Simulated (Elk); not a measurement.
Worked example: self-consistent single point of Ba (Im-3m, 1 atom in the cell) in Elk.

Method of the run: Elk with PBEsol, all-electron FP-LAPW, Elk's shipped species files, APW+lo basis with extra local orbitals.

```
Ba
1.0
   -2.50799     2.50799     2.50799
    2.50799    -2.50799     2.50799
    2.50799     2.50799    -2.50799
Ba
1
Direct
  0.00000   0.00000   0.00000
```

Reference input (self-consistent single point, DFT, PBE, all-electron FP-LAPW, Elk's shipped species files, APW+lo basis with extra local orbitals): xctype = 20; rgkmax = 7.5; stype = 0; swidth = 0.00367493 Ha; ngridk = 8 8 8; gmaxvr = 14 1/bohr; nxlo = 2; lorbcnd = true; lmaxi = 3; maxscl = 100. This run's input differs from it in these lines:

```diff
@@ -4,3 +4,3 @@
 xctype
-  20
+  22
```

The program printed (abridged):

```
│ Self-consistent loop started │
│ Loop number : 1 │
 total energy                :     -8138.73358171
│ Loop number : 2 │
 total energy                :     -8138.72550387
RMS change in Kohn-Sham potential (target) :   0.5927744370E-01 (  0.1000000000E-05)
Absolute change in total energy (target)   :   0.8077840912E-02 (  0.1000000000E-03)
│ Loop number : 3 │
 total energy                :     -8138.57897062
RMS change in Kohn-Sham potential (target) :   0.5523081249E-01 (  0.1000000000E-05)
Absolute change in total energy (target)   :   0.1485527158     (  0.1000000000E-03)
│ Loop number : 4 │
   [... lines left out ...]
Absolute change in total energy (target)   :   0.1402138606E-02 (  0.1000000000E-03)
│ Loop number : 12 │
 total energy                :     -8136.21247811
RMS change in Kohn-Sham potential (target) :   0.9192627772E-07 (  0.1000000000E-05)
Absolute change in total energy (target)   :   0.3491733860E-03 (  0.1000000000E-03)
│ Loop number : 13 │
 total energy                :     -8136.21247903
RMS change in Kohn-Sham potential (target) :   0.3185971763E-07 (  0.1000000000E-05)
Absolute change in total energy (target)   :   0.8637571773E-04 (  0.1000000000E-03)
Convergence targets achieved

│ Loop number : 14 │

Energies :
 Fermi                       :     0.155385938909
 total energy                :     -8136.21247912

Density of states at Fermi energy :    24.57027460
 (states/Hartree/unit cell)

Estimated indirect band gap :   0.6815663504E-02
 from k-point     26 to k-point     15
Estimated direct band gap   :   0.1497556820E-01
 at k-point     25

Charges :
 core                        :    36.00000000
 valence                     :    20.00000000
 interstitial                :    2.370977762
 muffin-tins (core leakage)
  species :    1 (Ba)
   atom    1                 :    53.62902224     (  0.5334823697E-05)
 total in muffin-tins        :    53.62902224
 total calculated charge     :    55.99850232
 total charge                :    56.00000000
 error                       :   0.1497680162E-02

│ Self-consistent loop stopped │
```

The run converged in 14 iterations. The count includes the last loop, which Elk runs after its targets are met. 

The starting cell has typed, rounded lattice constants, without a prior relaxation at this level. Its lattice was rescaled by a random factor within 2.5 % of one. Values depend on the basis (sphere radii, cutoffs, local orbitals), which need not be converged. The log's line on a gap gives a spacing of levels on this mesh, which the program prints for metals too.
